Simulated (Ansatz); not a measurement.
Take SrTiO₃ in the cubic perovskite structure (space group Pm-3m, No. 221) as the base.

```xyz
5
Lattice="3.8542 0.0000 0.0000 0.0000 3.8542 0.0000 0.0000 0.0000 3.8542" Properties=species:S:1:pos:R:3 pbc="T T T"
Sr     0.0000     0.0000     0.0000
Ti     1.9271     1.9271     1.9271
O      1.9271     0.0000     1.9271
O      0.0000     1.9271     1.9271
O      1.9271     1.9271     0.0000
```

Cartesian axes are those of the cell as printed.

Level of theory: DFT with LDA, PAW potentials and a 420 eV plane-wave cutoff in Ansatz (a quantum-chemistry and plane-wave program), no SOC.

One thing is altered: an isotropic linear strain of +2.40 %; the atoms relax in the strained cell.

Problem. Predict the stress tensor and what it implies for the stiffness.

Solution. Stress of the strained cell less that of the base (GPa, compression positive):
```
 -12.29    0.00    0.00
   0.00  -12.29    0.00
   0.00    0.00  -12.29
```

Then B = −ΔP/(ΔV/V₀) with ΔV/V₀ = 0.0737 gives secant stiffness values (nonlinear terms included at this strain): B ≈ 167 GPa.

As a check, the harmonic strain energy −½ V₀ Δσ:ε is 32 meV/atom; the computed energy rise is 34 meV/atom.

No phonon test of stability was made. The final runs are not spin-polarised. Many cubic perovskites are stable only at high temperature; tilts and polar distortions were not tested.
